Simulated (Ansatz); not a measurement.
**ZrSi2, pressure series**

Consider ZrSi₂ (space group Cmcm, No. 63; a = 3.705 Å, b = 14.795 Å, c = 3.679 Å).

Cell and atoms are relaxed at each pressure.

All numbers come from Ansatz (a first-principles code) PBE, scalar-relativistic without spin-orbit coupling, earlier PAW set.

```csv
pressure (GPa),volume per atom (Å³/atom)
-2,17.087
-1,16.942
0,16.804
2.1,?
4.5,16.243
9,15.761
15,15.211
22.5,14.631
30,14.138
```

**Question.** Fit the third-order Birch–Murnaghan form P(V) = (3B₀/2)[(V₀/V)^(7/3) − (V₀/V)^(5/3)]·[1 + (3/4)(B₀′ − 4)((V₀/V)^(2/3) − 1)] (squares taken in P) to the rows shown and predict the withheld row.

**Answer.** Least squares on the printed values gives V₀ = 16.804 Å³/atom, B₀ = 124 GPa, B₀′ = 3.9; this predicts 16.531 Å³/atom, and the run gives 16.530 Å³/atom, in agreement.

Load acts through the strain it causes; cell and atoms are relaxed under it. No phonon test of stability was made. No other phases were tried under pressure. All final runs are without spin polarisation.
